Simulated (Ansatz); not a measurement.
The parent structure is AlPt₃ in the Cu3Au type structure (space group Pm-3m, No. 221; a cell from a computed database, its experimental status unchecked; relaxed with 0.1 eV smearing).

```
CELL_PARAMETERS angstrom
      3.87475     0.00000     0.00000
      0.00000     3.87475     0.00000
      0.00000     0.00000     3.87475
ATOMIC_POSITIONS crystal
  Al 0.50000 0.50000 0.50000
  Pt 0.50000 0.00000 0.00000
  Pt 0.00000 0.50000 0.00000
  Pt 0.00000 0.00000 0.50000
```

Method: Ansatz (an electronic-structure program), PBEsol, PAW, cutoff 420 eV, scalar-relativistic without spin-orbit coupling.

Before the change:

Pressure: 0.0 GPa

It is then changed as follows: every lattice vector is shortened by 0.15 %; the atoms relax in the strained cell.

### Question
Predict the new energy relative to the base and pressure.

### Answer
The energy stays essentially unchanged; the pressure goes from zero to 1.1 GPa.

No phonon test of stability was made. The base started in P4/mbm and relaxed to Pm-3m at this level. All final runs are without spin polarisation.
